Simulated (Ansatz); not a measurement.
## Pressure series in BaTiO3

Start from BaTiO$_{3}$ in the cubic perovskite structure (space group Pm-3m, No. 221).

```xyz
5
Lattice="4.0195 0.0000 0.0000 0.0000 4.0195 0.0000 0.0000 0.0000 4.0195" Properties=species:S:1:pos:R:3 pbc="T T T"
Ba     0.0000     0.0000     0.0000
Ti     2.0097     2.0097     2.0097
O      0.0000     2.0097     2.0097
O      2.0097     2.0097     0.0000
O      2.0097     0.0000     2.0097
```

Cell and atoms are relaxed at each pressure.

Method: Kohn–Sham DFT with the PBE functional, run in Ansatz (a quantum-chemistry and plane-wave program) with PAW and 420 eV plane waves, no spin-orbit coupling, earlier PAW set.

Notes on the quantities. enthalpy: H = E + PV relative to the base's energy.

| change | lattice parameter a | band gap | enthalpy | smallest direct gap |
|---|---|---|---|---|
| base | 4.019 Å | 1.79 eV | – | 1.90 eV |
| pressure −2 GPa | 4.036 Å | 1.76 eV | -0.16 eV/atom | 1.89 eV |
| pressure −1 GPa | 4.028 Å | 1.77 eV | -0.08 eV/atom | 1.89 eV |
| pressure 0.9 GPa | 4.012 Å | 1.80 eV | +0.07 eV/atom | 1.91 eV |
| pressure 2.1 GPa | 4.003 Å | 1.81 eV | +0.17 eV/atom | 1.92 eV |
| pressure 4.5 GPa | 3.985 Å | 1.84 eV | +0.36 eV/atom | 1.93 eV |
| pressure 9 GPa | 3.954 Å | 1.89 eV | +0.71 eV/atom | 1.95 eV |
| pressure 15 GPa | 3.917 Å | 1.95 eV | +1.17 eV/atom | 1.98 eV |
| pressure 22.5 GPa | 3.877 Å | 2.00 eV | +1.72 eV/atom | – |
| pressure 30 GPa | 3.842 Å | 2.01 eV | +2.26 eV/atom | – |

Load acts through the strain it causes; cell and atoms are relaxed under it. Stability against distortions was not tested. No other phases were tried under pressure. All final runs are without spin polarisation. Many cubic perovskites are stable only at high temperature; tilts and polar distortions were not tested. This is not the structure that BaTiO3 has at room temperature and ambient pressure.
